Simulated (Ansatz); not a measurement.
## Effect of isotropic strain −1.50 % on ZrC

Take ZrC in the rock salt structure (space group Fm-3m, No. 225; a = 4.6691 Å; relaxed with 0.1 eV smearing) as the base.

It is then changed as follows: an isotropic linear strain of −1.50 %, atoms relaxed at fixed cell.

The values are results of PBEsol/PAW in Ansatz (a first-principles code), no spin-orbit coupling, not measurements. Γ-centred 21×21×21 mesh, Fermi–Dirac width 0.1 eV.

The space group is still Fm-3m (No. 225) and the shortest interatomic distance falls by 0.035 Å, from 2.335 Å to 2.300 Å. The energy increases by 20 meV/atom and the pressure goes from zero to 11.7 GPa. The band gap stays zero.

Stability against distortions was not tested. All final runs are without spin polarisation.
